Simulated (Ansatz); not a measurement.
Band structure of NiSb (P6_3/mmc, 4 atoms in the cell).

```
CELL_PARAMETERS angstrom
      1.97836    -3.42662     0.00000
      1.97836     3.42662     0.00000
      0.00000     0.00000     5.16488
ATOMIC_POSITIONS crystal
  Ni 0.00000 0.00000 0.50000
  Ni 0.00000 0.00000 0.00000
  Sb 0.33333 0.66667 0.25000
  Sb 0.66667 0.33333 0.75000
```

Method: PBE (plane waves, PAW; Ansatz, an electronic-structure program).

Settings: kpoints.mp_grid.grid = 8 8 5; hamiltonian.xc = pbe; hamiltonian.pseudopotentials = {kind: paw} (the program's default PAW files); scf.occupations.method = gaussian; scf.occupations.width = 0.2 eV; kpoints.band_path.npoints = 8.

The starting cell has typed, rounded lattice constants, without a prior relaxation at this level. Its lattice was rescaled by a random factor within 2.5 % of one. Spin-orbit coupling is off. Spin polarisation is off.

Levels in eV from the Fermi level, bands 30 to 37:
```
point     30     31     32     33     34    35    36    37
-----  -----  -----  -----  -----  -----  ----  ----  ----
Γ      -1.27  -0.01   0.59   0.59   2.47  2.47  3.15  3.95
M      -1.77  -1.52  -1.33  -1.26  -0.35  1.14  3.47  3.91
K      -1.55  -1.30  -1.30  -0.55  -0.55  0.65  0.65  2.81
A      -2.00   0.21   0.21   2.06   2.06  2.06  2.06  5.17
L      -1.83  -1.73  -1.73   0.23   0.23  1.66  1.66  5.13
H      -1.91  -1.35  -1.35  -1.22  -1.22  4.18  4.18  7.26
```

Bands cross the Fermi level along this path, so the cell is metallic at this level.

Keys are those of Ansatz 0.2.
